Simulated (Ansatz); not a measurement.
**Amorphous Hf18O39In2**

It comes from a melt-quench run on a machine-learned potential (CHGNet), relaxed afterwards by DFT. O atoms were pushed apart under 1.9 Å during the dynamics, to hinder bonds among them. The hot cell started wider than the set density and was brought back towards it in steps. It is the lowest in DFT energy of 2 quenches. It is a model cell: composition and starting density were chosen by hand, and all elements were melted together. No dispersion term was used.

Methods: PBE, scalar-relativistic without spin-orbit coupling (Ansatz, a first-principles code); r2SCAN, scalar-relativistic without spin-orbit coupling (Ansatz); HSE06, scalar-relativistic without spin-orbit coupling (Ansatz). Geometry, pressure, stress and energy are those of the PBE run. Its sampling: a 2×2×2 Γ-centred mesh; Fermi-Dirac width 0.02 eV; no spin polarisation. Other functionals are single points at the zone centre (r2SCAN at 500 eV; exact exchange cut at the cell's faces), free to take moments where seeds were set. At PBE the levels at the filled edge of the gap are localised (band-tail or defect states).

The number of atoms in the cell is 59. The density (held, not predicted) is 8.80 g/cm³. The volume per atom comes out as 13.01 Å³, the pressure on a 2×2×2 Γ-centred mesh is -3.77 GPa and the largest force and stress component on that mesh (the relaxation ran on the zone centre alone) comes out as 0.10 eV/Å and 3.8 GPa. The level gap on a 2×2×2 Γ-centred mesh (PBE) is 3.12 eV, the level gap at the zone centre (PBE) is 3.15 eV and the level gap at the zone centre (r2SCAN) is 3.69 eV. The level gap at the zone centre (HSE06) comes out as 4.74 eV.

Cut-offs for bonds: Hf-Hf 3.34 Å, Hf-O 2.52 Å, Hf-In 3.23 Å, O-O 1.58 Å, O-In 2.50 Å, In-In 3.12 Å. Two cations that share two anions don't count as bonded, nor two that share one unless they lie closer than Hf-Hf 3.25 Å, Hf-In 3.15 Å, In-In 3.04 Å.

The mean coordination of Hf by anions is 6.17 (3 with 5, 9 with 6, 6 with 7), the mean coordination of O is 3.15 (1 with 2, 31 with 3, 7 with 4) and the mean coordination of In by anions is 6.00 (2 with 6). The mean Hf-O bond is 2.145 Å (spread 0.091 Å, 111 counted) and the mean O-In bond is 2.273 Å (spread 0.113 Å, 12 counted).

Its density started from a set value of 8.80 g/cm³. The quench (nominally 380 K/ps over its main leg) was far faster than any real one, so the model tends to hold more defects than a real film. One small periodic cell is one sample of the glass; other quenches scatter about these values. The volume was held where the preparation left it and the shape relaxed, at a PBE pressure of -3.8 GPa (tension). Stress components on the final sampling reach 3.8 GPa.
